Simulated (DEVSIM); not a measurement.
Structure: Schottky contact on n-type Si, at 350 K.

Layer 1 from the left is Si, thickness (μm) 6.20, Nd (cm⁻³) 1.7e17, τn (s) 3.6e-7, τp (s) 3.6e-7.

Left contact: Schottky, work function 4.84 eV, emission velocity 1.6e6 cm/s. Right contact: ohmic. Voltage is applied to the left contact. Recombination: SRH at mid-gap. Mobility is μmin + (μ − μmin)/(1 + (N/Nref)^α).

The device is made up for the run: typed textbook-type constants, with dimensions and the other settings drawn at random. Values at 300 K; Nc and Nv go as T^1.5, mobilities as T to minus their exponent, the gap by Varshni's rule with the affinity fixed.

Si: gap (eV) 1.124, affinity (eV) 4.05, permittivity 11.7, Nc (cm⁻³) 2.86e19, Nv (cm⁻³) 3.1e19, μn (cm²/Vs) 1417, μp (cm²/Vs) 470, μn,min 52, μp,min 45, Nref,n 9.7e16, Nref,p 2.2e17, αn 0.68, αp 0.72, T exponent of μn 2.3, T exponent of μp 2.2, Varshni α (eV/K) 0.000473, Varshni β (K) 636.

DEVSIM, 1D drift-diffusion, Boltzmann statistics, complete ionisation; no tunnelling, impact ionisation, image-force lowering or self-heating. Metal contacts follow the ideal Schottky-Mott rule: no Fermi-level pinning, no interface dipoles.

Dark forward current:

```
|V| (V)  |J| (A/cm²)
-------  -----------
0.05       0.0001618
0.10        0.001009
0.15        0.005450
0.20         0.02871
0.25          0.1505
0.30          0.7870
0.35           4.093
0.40           20.77
0.45           95.14
0.50           329.6
0.55           782.3
0.60            1399
0.65            2114
```

Work out the local ideality factor n = ΔV / (kT/q · ln(J2/J1)) between the rows 0.15 and 0.20 V, 0.60 and 0.65 V.

kT/q = 30.16 mV. From 0.15 to 0.20 V: ln(0.02871/0.005450) = 1.662, n = 1.00, near the 1 of diffusion or emission over a barrier. From 0.60 to 0.65 V: ln(2114/1399) = 0.413, n = 4.02; the layers' resistance at their doping, Σ W/(qμN) = 5.4e-5 Ω cm², would take 38 mV of this step of 50 mV.

Estimate the current at 0.25 V for emission alone, J0 = q v N_band exp(−φB/kT), and read the barrier back from the simulated current.

φB = 0.790 eV, N_band = 3.60e19 cm⁻³, J0 = 3.89e-5 A/cm²; J = J0 (exp(qV/kT) − 1) = 0.155 A/cm². The simulation gives 0.150 A/cm²; the estimate lies 2.8 % above. Read backwards, the simulated current gives an apparent barrier of 0.791 eV. The estimate leaves out transport through the depletion region and minority injection.
